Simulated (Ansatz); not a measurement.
Relaxation of the outer planes of the (110) surface of bcc Nb in its 1x1 cell, outermost plane spacing 2.34 Å in the ideal cut.

The numbers are results of PBE (plane waves to 420 eV, PAW; Ansatz, a program for electronic structure), not measurements.

Slab: 4 atoms, 7.0 Å thick at the start (thin: gaps and levels are the slab's own); k 14x14x1, smearing 0.1 eV, dipole-corrected; all atoms relaxed; held to the start's symmetry, so lower structures may exist; no spin, no spin-orbit, no U.

| plane | atoms | bulk spacing to the next (Å) | relaxed spacing (Å) | change (%) | rumpling (Å) |
|---|---|---|---|---|---|
| 1 | Nb | 2.341 | 2.221 | -5.1 | 0.00 |
